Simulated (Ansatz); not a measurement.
Response to strain in hypothetical diamond Al

Take Al in the diamond structure (space group Fd-3m, No. 227; a hypothetical phase, not in the database extracts checked; relaxed with 0.1 eV smearing) as the base.

```
Al
1.0
    0.00000     3.02493     3.02493
    3.02493     0.00000     3.02493
    3.02493     3.02493     0.00000
Al
2
Cartesian
  4.53740   4.53740   4.53740
  3.02493   3.02493   3.02493
```

Cartesian axes are those of the cell as printed.

Strains are applied to the cell and any free atomic positions relax.

Levels (all Ansatz, a program for electronic structure, PAW): PBE (420 eV, scalar-relativistic without spin-orbit coupling); PBEsol (420 eV, scalar-relativistic without spin-orbit coupling).

The base cell above is that of PBE; each level relaxes its own structures.

Notes on the quantities. energy relative to the base: free energy F.

```tsv
case	energy relative to the base, PBE	energy relative to the base, PBEsol
isotropic strain −2.56 %	+21 meV/atom	+22 meV/atom
isotropic strain +1.11 %	+3.4 meV/atom	+3.6 meV/atom
uniaxial strain ε_xx = −5.78 %	+6.3 meV/atom	+6.3 meV/atom
uniaxial strain ε_xx = −1.12 %	+0.2 meV/atom	+0.2 meV/atom
```

The two levels differ by at most about 0.9 meV/atom. They put the cases in the same order.

No phonon test of stability was made.
